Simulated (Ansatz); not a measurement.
**A computed series for SiC: point defects**

Start from a 16-atom supercell of SiC (space group P6_3mc, No. 186) at its relaxed geometry.

```
CELL_PARAMETERS angstrom
      4.64122    -2.67961     0.00000
      1.54707     2.67961     0.00000
      0.00000     0.00000    10.12926
ATOMIC_POSITIONS crystal
  Si 0.00000 0.00000 0.00031
  Si 0.50000 0.50000 0.00031
  Si 0.00000 0.00000 0.50031
  Si 0.50000 0.50000 0.50031
  Si 0.16667 0.50000 0.75025
  Si 0.66667 0.00000 0.75025
  Si 0.83333 0.50000 0.25025
  Si 0.33333 0.00000 0.25025
  C  0.00000 0.00000 0.81285
  C  0.50000 0.50000 0.81285
  C  0.00000 0.00000 0.31285
  C  0.50000 0.50000 0.31285
  C  0.16667 0.50000 0.56221
  C  0.66667 0.00000 0.56221
  C  0.83333 0.50000 0.06221
  C  0.33333 0.00000 0.06221
```

One neutral defect a cell, atoms relaxed at fixed cell.

Method: PBE (Ansatz, an electronic-structure program), without spin-orbit coupling.

```tsv
change	largest displacement of a host atom from its site in the perfect cell	pressure
perfect supercell	–	0.0 GPa
C interstitial (started 1.98 Å from the nearest host atom), symmetric start	0.54 Å	13.8 GPa
Re on a Si site	0.15 Å	7.4 GPa
C on a Si site (antisite)	[?]	[?]
Pb on a C site, symmetric start	0.61 Å	30.3 GPa
H interstitial (started 1.98 Å from the nearest host atom), symmetric start	0.05 Å	2.4 GPa
```

### Question
What belongs in the blanks?

### Answer

- C on a Si site (antisite), largest displacement of a host atom from its site in the perfect cell: 0.21 Å
- C on a Si site (antisite), pressure: -11.2 GPa

The magnetic state is the one reached from the starting moments; the real material's order can differ, and small cells can't hold many antiferromagnetic ones. In so small a cell the defect repeats every few ångströms: this is an ordered compound, not a dilute defect. The mesh was chosen for an insulator and is coarse for the gapless case. Defects with a symmetric start kept the site's symmetry and may sit on a saddle; the others started slightly shaken. Seeded moments were not kept for C interstitial (started 1.98 Å from the nearest host atom), Re on a Si site, C on a Si site (antisite) and Pb on a C site.
